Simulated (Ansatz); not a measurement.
Input:

```
CELL_PARAMETERS angstrom
      2.24754    -5.36639     0.00000
      2.24754     5.36639     0.00000
      0.00000     0.00000     3.98157
ATOMIC_POSITIONS crystal
  Ca 0.63705 0.36295 0.75000
  Ca 0.36295 0.63705 0.25000
  Ge 0.92410 0.07590 0.75000
  Ge 0.07590 0.92410 0.25000
```

These are PBEsol, DFPT electron-phonon coupling, linearised Boltzmann equation (plane waves, PAW, scalar-relativistic; Ansatz, a program for electronic structure) values and carry that method's errors. Cell: relaxed with this functional, without spin-orbit coupling.

Q: What phonon-limited resistivity does this give at 800 K?

A: 93 (x), 177 (y), 65 (z) μΩ·cm.

Q: And the electrons' mean free path at that temperature?

A: 3.5 (x), 3.0 (y), 3.0 (z) nm, weighted by the current that each state carries. Wires not much wider than this gain resistivity from their walls.

A metal at this level (no band gap). Only scattering by harmonic phonons is included (no impurities, grain boundaries, electron-electron scattering or thermal expansion). Spin-orbit coupling is left out. Values near or above 100 μΩ·cm, or paths under about 2 nm, lie near resistivity saturation, where the Boltzmann equation overshoots. The run warned that the eigensolver left some states short of its tolerance. Halving the electron mesh (20x20x20) moves the resistivity by up to 15 % at 800 K, the mean free path by up to 5 %. Smearing 0.20 eV; phonons on a 4x4x4 q mesh, which this run doesn't test.

Computed structure with no diffraction record at hand here (it may be known, metastable or hypothetical): CaGe (Cmcm).
